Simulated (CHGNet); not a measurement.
## L1₀ (CuAu-type) CuAu

Calculation: the machine-learned potential CHGNet-r²SCAN (trained on r²SCAN data).

Cell (relaxed at this level):

```
CELL_PARAMETERS angstrom
      2.89693     0.00000     0.00000
      0.00000     2.89693     0.00000
      0.00000     0.00000     3.46212
ATOMIC_POSITIONS crystal
  Cu 0.00000 0.00000 0.00000
  Au 0.50000 0.50000 0.50000
```

```yaml
lattice_parameter_a: 2.897 Å
lattice_parameter_c: 3.462 Å
```

Measured, for comparison: lattice constant a 2.8 Å (temperature not stated, not corrected to a static lattice; as tabulated in Nepal et al. (2019), arXiv:1905.09348); lattice parameter c 3.67 Å (temperature not stated, not corrected to a static lattice; as tabulated in Mehl et al. (2016), arXiv:1607.02532). Computed (rounded) less measured: lattice constant a +3.5 %, lattice parameter c -5.7 %.

A machine-learned potential is trained on density-functional data: it inherits that level's misses and adds fitting errors of its own.

Note: the model gives imaginary modes for this phase (in the spectrum interpolated from a supercell); the model's c/a of 1.20 is far from the 1.31 of the starting cell.
